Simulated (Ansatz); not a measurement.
Consider the following.

End structure of the (100) surface of rock-salt TiN, Mg on half the Ti sites of the top plane, c(2x2) (bottom of the slab: a bare face, its two planes held):

```yaml
crystal:
  lattice:
    - [3.00301, 3.00301, 0.00000]
    - [-3.00301, 3.00301, 0.00000]
    - [0.00000, 0.00000, 27.00000]
  atoms:
    - { symbol: N, position: [0.00000, 0.00000, 0.30444] }
    - { symbol: N, position: [0.50000, 0.50000, 0.30444] }
    - { symbol: Ti, position: [0.50000, 0.00000, 0.30444] }
    - { symbol: Ti, position: [0.00000, 0.50000, 0.30444] }
    - { symbol: N, position: [0.50000, 0.00000, 0.38309] }
    - { symbol: N, position: [0.00000, 0.50000, 0.38309] }
    - { symbol: Ti, position: [0.00000, 0.00000, 0.38309] }
    - { symbol: Ti, position: [0.50000, 0.50000, 0.38309] }
    - { symbol: N, position: [0.00000, 0.00000, 0.46152] }
    - { symbol: N, position: [0.50000, 0.50000, 0.46241] }
    - { symbol: Ti, position: [0.50000, 0.00000, 0.46167] }
    - { symbol: Ti, position: [0.00000, 0.50000, 0.46167] }
    - { symbol: N, position: [0.50000, 0.00000, 0.54015] }
    - { symbol: N, position: [0.00000, 0.50000, 0.54015] }
    - { symbol: Ti, position: [0.00000, 0.00000, 0.53956] }
    - { symbol: Ti, position: [0.50000, 0.50000, 0.54252] }
    - { symbol: N, position: [0.00000, 0.00000, 0.61756] }
    - { symbol: N, position: [0.50000, 0.50000, 0.62018] }
    - { symbol: Ti, position: [0.50000, 0.00000, 0.62042] }
    - { symbol: Ti, position: [0.00000, 0.50000, 0.62042] }
    - { symbol: N, position: [0.50000, 0.00000, 0.69783] }
    - { symbol: N, position: [0.00000, 0.50000, 0.69783] }
    - { symbol: Mg, position: [0.00000, 0.00000, 0.70214] }
    - { symbol: Ti, position: [0.50000, 0.50000, 0.69311] }
```

Model: 24-atom slab, 10.6 Å thick at the start with caps and adatoms (thin: gaps and levels are the slab's own), 9x9x1 mesh, Fermi-Dirac 0.1 eV, dipole correction, 8 atoms held, the rest relaxed; held to the start's symmetry, so lower structures may exist; no spin, no spin-orbit, no U. It is one candidate, not shown to be the stable structure of the face.

**Question.** What is the computed work function of the top face (Ansatz (a quantum-chemistry and plane-wave program) with PBE)?

**Answer.** 2.91 eV
